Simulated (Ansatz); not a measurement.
Base system: Cu2O (space group Pn-3m, No. 224; a = 4.299 Å).

(Cell as relaxed with PBE.)

Levels (all Ansatz, an electronic-structure program, PAW, earlier PAW set): PBE (420 eV, without spin-orbit coupling); r2SCAN (500 eV, no spin-orbit coupling).

Each level relaxes its own structure.

```
base                      PBE    r2SCAN
-------------------  --------  --------
volume per atom      13.24 Å³  12.74 Å³
lattice parameter a   4.299 Å   4.244 Å
band gap              0.47 eV   0.79 eV
```

Modification: full substitution Cu → Ir; the structure is relaxed again.

```
quantity              PBE    r2SCAN
---------------  --------  --------
volume per atom  14.61 Å³  14.39 Å³
band gap             zero      zero
```

PBE's volume per atom lies 0.22 Å³ above r2SCAN's (1.5 %); the two agree on the band gap. Neither level is exact; r2SCAN is the comparison here, not a measurement.

Other magnetic orders, which the real material may have, were not ruled out. Whether these cells are dynamically stable was not tested. As relaxed here, Ir2O is a hypothetical phase, not in the database extracts checked. No Hubbard U is applied, and correlation can decide whether such a compound is a metal. Spin-polarised in the final run: PBE Ir2O and r2SCAN Ir2O; the other runs are not.
